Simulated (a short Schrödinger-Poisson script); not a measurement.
Stack: gated Al0.25Ga0.75As/GaAs δ-doped gas, at 300 K.

```
layer        material  thickness (nm)  Na (cm⁻³)
-----  --------------  --------------  ---------
1      Al0.25Ga0.75As              15          -
2      Al0.25Ga0.75As               2          -
3                GaAs            6000       7e15
```

Constants are typed, rounded textbook-type inputs, not results; the design itself was drawn at random and stands for no fabricated device. Al0.25Ga0.75As: permittivity 12.19, conduction-band edge (eV) 0.198, gap (eV) 1.736, electron mass (mₑ) 0.0878, Nv at 300 K (cm⁻³) 9e18. GaAs: permittivity 12.9, conduction-band edge (eV) 0, gap (eV) 1.424, Nv at 300 K (cm⁻³) 9e18.

Channel valleys (confinement mass, in-plane density-of-states mass, number): Γ 0.067, 0.067, 1. At the gate the conduction-band edge of layer 1 lies 0.95 eV − eVg above the Fermi level of the channel; the field vanishes at the back. Sheet of ionised δ-doping: +2.7e12 e/cm² at 15 nm from the gate. The barrier under the gate holds no holes. Gaps are held at their typed values at every temperature. Mesh 0.08 nm at interfaces.

From a short Schrödinger-Poisson script (our own, NumPy): 1D Poisson equation in equilibrium, electrons quantum, Hartree plus LDA exchange-correlation (BenDaniel-Duke, 40 states a valley, the channel's in-plane mass for all, wave functions free to enter the barrier), parabolic valleys, classical holes, full ionisation, no traps, pinning or gate leakage.

**Question.** List the lowest subbands of each valley and their electrons at Vg = 0.5 V.

**Answer.** 
| valley | subband | energy from the Fermi level (meV) | electrons (cm⁻²) | share (%) |
|---|---|---|---|---|
| Γ | 0 | -7.2 | 6.09e11 | 81.7 |
| Γ | 1 | 49.3 | 1.00e11 | 13.4 |
| Γ | 2 | 87.6 | 2.40e10 | 3.2 |

All electrons: 7.45e11 cm⁻².
